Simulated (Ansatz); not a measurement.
We consider AlB2-type TiB2, described by r²SCAN-D4 in Ansatz (plane waves, PAW).

Numerical settings: plane-wave cutoff 560 eV, 24×24×18 k mesh (along the axes of the cell as run), Fermi–Dirac smearing 0.05 eV, no spin polarisation, scalar-relativistic PAW data made under PBE.

Energies at three volumes about the minimum:

| V (Å³/atom) | E − E_lowest (meV/atom) |
|---|---|
| 8.249 | 2.85 |
| 8.418 | 0.00 |
| 8.586 | 2.67 |

**Question.** Fit a parabola by hand: where is the minimum, and what is the bulk modulus?

**Answer.** Slopes: (0.00 − 2.85)/(8.418 − 8.249) = -16.864 and (2.67 − 0.00)/(8.586 − 8.418) = 15.893 meV/Å³. Curvature E″ = 2 × (15.893 − (-16.864))/(8.586 − 8.249) = 194.404 meV/Å⁶. From the middle of the first interval, the slope vanishes at V0 = 8.3335 − (-16.864)/194.404 = 8.420 Å³/atom. B = V0 E″ = 8.420 × 194.404 meV/Å³ × 0.1602 GPa per meV/Å³ = 262 GPa. The full Birch–Murnaghan fit to all volumes gives V0 = 8.418 Å³/atom and B0 = 263 GPa.

Shape and atoms are relaxed at each volume.

Measured, for comparison: bulk modulus 240 GPa (room temperature, not corrected to a static lattice, our sources range from 233 to 250; as tabulated in Synthesis of Binary Transition Metal Nitrides, Carbides and Borides from the …). Computed (rounded) less measured: bulk modulus +10 % (+5 % to +13 % over the range). A static lattice is as a rule a little smaller and stiffer than an uncorrected measurement, which narrows the difference in the bulk modulus and would widen misses of the other sign.

Note: the bulk modulus comes from volumes at which shape and atoms were relaxed.

Ansatz is a program for electronic structure.
